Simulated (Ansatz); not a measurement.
Start from BaTiO3 in the cubic perovskite structure (space group Pm-3m, No. 221; a = 4.019 Å).

The values are results of PBE (Ansatz, an electronic-structure program, PAW, no spin-orbit coupling), not measurements.

Base values:

The smallest direct gap comes out as 1.90 eV. The band gap comes out as 1.78 eV and the lattice parameter a is 401.9 pm. The gap character is indirect, R → Γ.

The change: cell and atoms relaxed at a pressure of 1.5 GPa.

Question: What does the calculation give for the smallest direct gap, band gap, lattice parameter a and gap character after the change?

Answer: The smallest direct gap rises by 0.01 eV, from 1.90 eV to 1.91 eV; the band gap rises by 0.02 eV to 1.80 eV; the lattice parameter a drops by 1.2 pm, from 401.9 pm to 400.7 pm; the gap character stays indirect, R → Γ.

Load acts through the strain it causes; cell and atoms are relaxed under it. No phonon test of stability was made. The final runs are not spin-polarised. Many cubic perovskites are stable only at high temperature; tilts and polar distortions were not tested. This is not the structure that BaTiO3 has at room temperature and ambient pressure.
